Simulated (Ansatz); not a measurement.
tetragonal HfO2 (0 0 1) on silicon (0 0 1) (film strained to the substrate, started from cuts of the bulks and a machine-learned relaxation; slabs Si48 and Hf30O60, which can lie off the formulas)

A periodic stack without vacuum, tetragonal HfO2 (0 0 1) on silicon (0 0 1) (film strained to the substrate, started from cuts of the bulks and a machine-learned relaxation; slabs Si48 and Hf30O60, which can lie off the formulas): substrate slab Si48, film Hf30O60, surface cells [[2, 0], [2, 2]] and [[-2, 1], [-1, -2]], film strained by -4.0 and -4.0 %, outermost planes Si/Si and O/O as cut, which need not be the usual terminations and can put a slab off its formula.

The start was prepared with a machine-learned potential, and the result is one local minimum, with the in-plane cell held and forces under 0.04 eV/Å; the film can end far from its bulk form.

Methods: PBE (plane waves to 420 eV, PAW; Ansatz, a quantum-chemistry and plane-wave program); HSE06 (plane waves to 420 eV, PAW; Ansatz). Geometries and values that name no level are of the first. Scalar-relativistic, without spin–orbit coupling; PBE gaps are too small against experiment. Its k-point mesh 3×3×1, Fermi–Dirac width 0.05 eV. HSE06 ran on meshes of its own (6×6×6, 5×5×3); its edges and gaps are taken over the mesh and over extra points off it, mostly where PBE has its edges.

```
Property                                                                                            Value
--------------------------------------------------------------------------------  -----------------------
interface area                                                                                    59.8 Å²
period                                                                                            33.57 Å
heights between the nearest atoms of the two slabs at the two interfaces                  1.19 and 1.22 Å
Hf–Si contacts across the interfaces within 1.22 times the sum of covalent radii          13, mean 2.97 Å
O–Si contacts across the interfaces within 1.22 times the sum of covalent radii            7, mean 1.80 Å
PBE gap of the stack on the mesh, by band count                                                   0.90 eV
valence offset, film less substrate (PBE)                                                        -3.11 eV
conduction offset (PBE)                                                                          +0.96 eV
valence offset, film less substrate (HSE06 edges on the PBE line-up)                             -3.85 eV
conduction offset (HSE06 edges on the PBE line-up)                                               +1.33 eV
spin-polarised check at this geometry                                             falls back to no moment
```

```
CELL_PARAMETERS angstrom
      7.73566    -0.00005    -0.03629
     -0.00005     7.73572    -0.02099
      1.77456     1.19715    33.56353
ATOMIC_POSITIONS crystal
  Si 0.97705 0.96918 0.06169
  Si 0.47721 0.96781 0.06745
  Si 0.98151 0.47613 0.06555
  Si 0.49594 0.48537 0.06086
  Si 0.24266 0.85836 0.03312
  Si 0.72182 0.92983 0.02616
  Si 0.23584 0.55357 0.02822
  Si 0.76045 0.45997 0.01850
  Si 0.72173 0.21163 0.14351
  Si 0.22236 0.21596 0.14467
  Si 0.72035 0.71219 0.14870
  Si 0.21896 0.71136 0.14508
  Si 0.98366 0.21395 0.10310
  Si 0.47834 0.22665 0.10266
  Si 0.96948 0.71979 0.10603
  Si 0.48569 0.71177 0.10723
  Si 0.95554 0.95387 0.22651
  Si 0.45260 0.95298 0.22683
  Si 0.95323 0.44906 0.22683
  Si 0.45255 0.44940 0.22729
  Si 0.21405 0.95796 0.18524
  Si 0.71140 0.96214 0.18665
  Si 0.21059 0.45719 0.18623
  Si 0.71188 0.45090 0.18651
  Si 0.68877 0.18738 0.30783
  Si 0.18583 0.19119 0.30936
  Si 0.68754 0.68864 0.30848
  Si 0.18451 0.69196 0.30741
  Si 0.94797 0.19621 0.26778
  Si 0.44321 0.19354 0.26827
  Si 0.94357 0.69512 0.26674
  Si 0.44586 0.69723 0.26749
  Si 0.91865 0.92716 0.39391
  Si 0.42035 0.92813 0.38596
  Si 0.92004 0.42879 0.38804
  Si 0.41985 0.42881 0.39063
  Si 0.16991 0.93266 0.34921
  Si 0.68608 0.93386 0.34915
  Si 0.18049 0.43969 0.34885
  Si 0.67633 0.42977 0.34863
  Si 0.64764 0.13368 0.46604
  Si 0.16105 0.18784 0.47488
  Si 0.64356 0.64563 0.47498
  Si 0.15940 0.70145 0.46648
  Si 0.91957 0.18774 0.43215
  Si 0.40496 0.16168 0.42855
  Si 0.90239 0.65638 0.43229
  Si 0.41784 0.68390 0.42895
  Hf 0.39060 0.40882 0.53102
  Hf 0.61750 0.99779 0.53923
  Hf 0.01005 0.23488 0.55114
  Hf 0.16054 0.81649 0.53983
  Hf 0.76467 0.57627 0.55089
  Hf 0.47160 0.68361 0.62886
  Hf 0.65902 0.27571 0.62374
  Hf 0.08326 0.51259 0.62529
  Hf 0.27156 0.10226 0.62889
  Hf 0.86922 0.89494 0.62100
  O  0.22066 0.58189 0.51096
  O  0.56727 0.24055 0.51055
  O  0.89298 0.40929 0.51926
  O  0.06610 0.04127 0.51166
  O  0.72653 0.78165 0.51138
  O  0.26797 0.66188 0.59529
  O  0.48836 0.13457 0.59455
  O  0.87804 0.39910 0.59825
  O  0.09889 0.00113 0.59310
  O  0.65598 0.79863 0.59247
  O  0.57162 0.47780 0.65747
  O  0.77426 0.08794 0.65639
  O  0.17700 0.30675 0.65731
  O  0.37091 0.89098 0.65693
  O  0.97528 0.70796 0.65642
  O  0.54977 0.46883 0.57839
  O  0.80163 0.09577 0.57538
  O  0.21373 0.33377 0.57832
  O  0.39000 0.90503 0.53898
  O  0.96072 0.70904 0.57572
  Hf 0.36176 0.38396 0.70703
  Hf 0.56267 0.97967 0.70533
  Hf 0.95904 0.19204 0.70655
  Hf 0.15901 0.79174 0.70573
  Hf 0.76305 0.58415 0.70639
  Hf 0.44424 0.67865 0.78686
  Hf 0.64404 0.27126 0.78604
  Hf 0.04648 0.47432 0.78674
  Hf 0.24422 0.07301 0.78695
  Hf 0.84362 0.87571 0.78692
  O  0.26959 0.59229 0.67574
  O  0.46610 0.18573 0.67469
  O  0.87736 0.39777 0.67580
  O  0.07686 0.00327 0.67567
  O  0.66506 0.78298 0.67343
  O  0.25297 0.57752 0.75600
  O  0.44853 0.17962 0.75495
  O  0.85100 0.37917 0.75575
  O  0.04993 0.97850 0.75580
  O  0.65108 0.78083 0.75505
  O  0.53430 0.46772 0.81731
  O  0.73687 0.06901 0.81790
  O  0.14206 0.27088 0.81849
  O  0.33049 0.86755 0.81745
  O  0.93191 0.66857 0.81786
  O  0.55642 0.48154 0.73745
  O  0.75232 0.08323 0.73702
  O  0.15327 0.28253 0.73827
  O  0.35537 0.88085 0.73728
  O  0.95611 0.68149 0.73743
  Hf 0.33509 0.36347 0.86563
  Hf 0.53256 0.96571 0.86953
  Hf 0.93428 0.16872 0.86782
  Hf 0.11397 0.76126 0.86904
  Hf 0.72705 0.56058 0.86491
  Hf 0.38328 0.65275 0.94922
  Hf 0.63761 0.26587 0.94749
  Hf 0.02038 0.42907 0.95879
  Hf 0.22076 0.06678 0.94250
  Hf 0.80185 0.84427 0.95036
  O  0.22388 0.56743 0.83787
  O  0.43677 0.16391 0.83589
  O  0.83441 0.36412 0.83505
  O  0.03164 0.96996 0.83714
  O  0.62607 0.76960 0.83651
  O  0.17382 0.58090 0.92099
  O  0.43379 0.17723 0.91593
  O  0.83284 0.37919 0.91589
  O  0.01004 0.96280 0.92268
  O  0.58076 0.80317 0.92743
  O  0.49825 0.44874 0.97148
  O  0.71370 0.06570 0.98208
  O  0.12457 0.22295 0.98221
  O  0.29870 0.88331 0.98196
  O  0.85338 0.61541 0.98155
  O  0.50324 0.50400 0.89566
  O  0.72705 0.07338 0.89855
  O  0.13059 0.26203 0.89909
  O  0.30913 0.87341 0.89704
  O  0.87996 0.70346 0.89602
```
